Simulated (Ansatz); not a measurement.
# Re: energy against volume

Re (hcp, P6_3/mmc, 14.950 Å³/atom and stress up to 0.01 GPa in the relaxed cell, c along z) under hydrostatic pressure, with the cell free. PBE in Ansatz, a plane-wave DFT program (PAW, default set), 420 eV, 19×19×11 Γ-centred mesh, Fermi-Dirac smearing 0.05 eV; ions are relaxed, or left where forces stay under 0.02 eV/Å, within the symmetry of each cell.

Here V stands for volume and E for E less E0.

| volume (Å³/atom) | E less E0 (meV/atom) | pressure (GPa) |
|---|---|---|
| 15.0339 | 0.56 | -2.01 |
| 14.9919 | 0.15 | -1.01 |
| 14.9496 | 0.00 | 0.01 |
| 14.9137 | 0.09 | 0.89 |
| 14.8651 | 0.53 | 2.10 |
| 14.7713 | 2.43 | 4.50 |
| 14.6031 | 9.44 | 9.01 |
| 14.3939 | 25.01 | 15.01 |
| 13.9319 | ? | ? |

**Question.** Fit E against V with the third-order Birch-Murnaghan form, a cubic in V^(-2/3), and predict the withheld value at V = 13.9319.

**Answer.** With u = V^(-2/3) - 0.1658, the rows have u = -0.0016331, -0.0013266, -0.0010165, -0.0007522, -0.0003927, 0.0003068, 0.0015799, 0.0031978. Least squares gives E = 1.425 + 2835.3·u + 1414446·u² + 1663569·u³. Residuals (row less fit): 0.000, 0.001, -0.003, -0.002, 0.000, 0.002, -0.002, 0.000; standard error 0.002 (degrees of freedom: 4). Its minimum lies at u = -0.0010040, so V0 = (0.1647960)^(-3/2) = 14.95. There d²E/du² = 2819000 and d³E/du³ = 9981000, so B0 = (4/9) × 14.95^(-7/3) × 2819000 × 0.160218 = 365 GPa (the last factor turns the table's units into GPa), and B0' = 4 + (2/3) × 0.1647960 × (9981000)/2819000 = 4.4. B0' rests on the cubic coefficient alone and has a standard error of 0.1 from these residuals. At the withheld row, u = 0.0069136, so E = 1.425 + 2835.3 × 0.0069136 + 1414446 × 0.0069136² + 1663569 × 0.0069136³ = 89.184 meV/atom. The calculation gives 89.19 meV/atom, 0.006 meV/atom above the prediction (0.0 % of the range of E in the table). The row lies outside the fitted rows, so this is an extrapolation. The scatter of the fitted rows lies at the last printed digit.

In a metal these values are sensitive to mesh and smearing; energies are taken to zero smearing, stresses follow the free energy. Spin-orbit coupling is left out, which can shift these values for the heavy elements here. Other structures, which can take over under pressure, weren't tried. The same form fitted to the pressure column gives B0' = 4.4; series where the two differ by over 0.4 aren't shown. Rows are the converged runs of the series near zero and its far end, less any whose ions stayed unrelaxed beside relaxed ones; series whose fitted rows scatter by over a few per cent of the range, as at a crossing or softening among them, aren't shown in this form.
